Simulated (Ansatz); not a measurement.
## HfN (P6₃/mmc, No. 194, 4 atoms in the cell; start mp-1096994; a measured phase of this formula has another space group): properties by level of theory

```
level (code)           lattice constant a (Å)  c axis length (Å)  cohesive energy (eV/atom)
---------------------  ----------------------  -----------------  -------------------------
LDA (Ansatz)                            3.103              5.352                 (withheld)
r²SCAN (Ansatz)                    (withheld)         (withheld)                       7.44
r²SCAN+rVV10 (Ansatz)                   3.137              5.413                 (withheld)
```

Task: What belongs in the gaps?

Result: 
- LDA (Ansatz, a quantum-chemistry and plane-wave program), cohesive energy (eV/atom): 8.76
- r²SCAN (Ansatz), lattice constant a (Å): 3.144
- r²SCAN (Ansatz), c axis length (Å): 5.426
- r²SCAN+rVV10 (Ansatz), cohesive energy (eV/atom): 7.70

Caveats: the relaxation could not lower the start's symmetry, so the cell can be a saddle point above a distorted one (LDA, r²SCAN, r²SCAN+rVV10). Ansatz's density-functional and Hartree–Fock values are scalar-relativistic unless marked +SOC, with PAW data made under PBE.

Free atoms are spin-polarised, in the lowest state found; at levels without +SOC their spin–orbit coupling is left out.

The computed numbers hold no vibrational or temperature effects.

A start named mp-… is a Materials Project structure, which need not be a measured phase.
